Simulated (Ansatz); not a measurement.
The parent structure is BN (space group P4_2/mnm, No. 136; a = 4.399 Å, c = 2.538 Å; a model cell, its experimental status unchecked).

Perturbation: every lattice vector is shortened by 0.32 %, atoms relaxed at fixed cell.

Levels (all Ansatz, a first-principles code, PAW): PBEsol (420 eV, without spin-orbit coupling); r2SCAN (500 eV, no SOC).

The geometry is relaxed with PBEsol.

- PBEsol lowest conduction level above the VBM at special points = A 6.17 eV; Z 6.33 eV; R 6.79 eV; Γ 7.05 eV
- PBEsol pressure = 3.55 GPa
- PBEsol smallest direct gap = 5.73 eV

Question: Predict the lowest conduction level above the VBM at special points, pressure and smallest direct gap from r2SCAN.

Answer: The lowest conduction level above the VBM at special points goes from A 6.17 eV; Z 6.33 eV; R 6.79 eV; Γ 7.05 eV to A 6.91 eV; Z 7.11 eV; R 7.52 eV; Γ 7.74 eV; the pressure grows by 0.811 GPa to 4.37 GPa; the smallest direct gap increases by 0.767 eV, from 5.73 eV to 6.49 eV.

Single points use the geometry relaxed with PBEsol. Their cutoffs differ, which shifts pressures a little. The cells carry an imposed strain or load. Stability against distortions was not tested.
